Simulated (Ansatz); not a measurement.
## PBE against r2SCAN: hypothetical cubic perovskite TlCdBr3

The parent structure is TlCdBr3 in the cubic perovskite structure (space group Pm-3m, No. 221; a = 5.5343 Å; a hypothetical phase, not in the database extracts checked).

(Cell as relaxed with PBE.)

Levels (all Ansatz, a first-principles code, PAW): PBE (420 eV, scalar-relativistic without spin-orbit coupling); r2SCAN (500 eV, no spin-orbit coupling).

Each level relaxes its own structure.

```tsv
quantity	PBE	r2SCAN
volume per atom	33.90 Å³	(withheld)
lattice parameter a	5.534 Å	(withheld)
band gap	0.81 eV	(withheld)
gap character	indirect, R → Γ	(withheld)
electron mass	0.16 mₑ	(withheld)
```

What does r2SCAN give?


- volume per atom, r2SCAN: 32.60 Å³
- lattice parameter a, r2SCAN: 5.463 Å
- band gap, r2SCAN: 1.52 eV
- gap character, r2SCAN: indirect, R → Γ
- electron mass, r2SCAN: 0.20 mₑ

PBE's volume per atom lies 1.30 Å³ above r2SCAN's (4.0 %); PBE's lattice parameter a lies 0.0717 Å above r2SCAN's (1.3 %); PBE's band gap lies 0.701 eV below r2SCAN's; the two agree on the gap character. Neither level is exact; r2SCAN is the comparison here, not a measurement.

Spin-orbit coupling, missing from the scalar runs, can matter with Tl. Masses are band curvatures over ±0.01 Å⁻¹ around the edge. Whether these cells are dynamically stable was not tested. Many cubic perovskites are stable only at high temperature; tilts and polar distortions were not tested.
